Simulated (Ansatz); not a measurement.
Ge: shear stress against shear

Ge (diamond, Fd-3m, 22.838 Å³/atom and stress up to 0.01 GPa in the relaxed cell, cube axes along x, y and z) under an engineering shear γ in the xy plane. r2SCAN in Ansatz, a plane-wave DFT program (PAW, default set), 500 eV, 10×10×10 Γ-centred mesh, Fermi-Dirac smearing 0.05 eV; ions are relaxed, or left where forces stay under 0.02 eV/Å, within the symmetry of each cell. Stress is positive for a compressed cell.

Here s stands for strain and y for shear stress.

| strain (%) | shear stress (GPa) |
|---|---|
| 0.00 | 0.00 |
| 0.58 | -0.39 |
| 1.14 | -0.76 |
| 1.72 | -1.14 |
| 4.00 | ? |

The 4 complete rows are fitted with a straight line, y against s. Means: s 0.86000, y -0.573. About the means, the sum of products is -1.0840 and the sum of squares of s is 1.6360; the slope is their ratio. Least squares gives y = -0.003 - 0.6626·s. Residuals (row less fit): 0.003, -0.003, -0.002, 0.003; standard error 0.004 (degrees of freedom: 2). The slope gives the elastic constant C44 = 66.3 ± 0.3 GPa (± standard error of the fit, which holds the terms cut off).

**Question.** Estimate the missing y (s = 4.00); what did the run itself give?

**Answer.** y = -0.003 - 0.6626 × 4.00 = -2.653 GPa. The calculation gives -2.65 GPa, which the fit meets to the printed digits. The row lies outside the fitted rows, so this is an extrapolation. The scatter of the fitted rows lies at the last printed digit.

This level leaves no gap over 0.05 eV at strain 4.00 %. Rows are the converged runs of the series near zero and its far end, less any whose ions stayed unrelaxed beside relaxed ones; series whose fitted rows scatter by over a few per cent of the range, as at a crossing or softening among them, aren't shown in this form. Most that stay on the fit to the last digits aren't either.
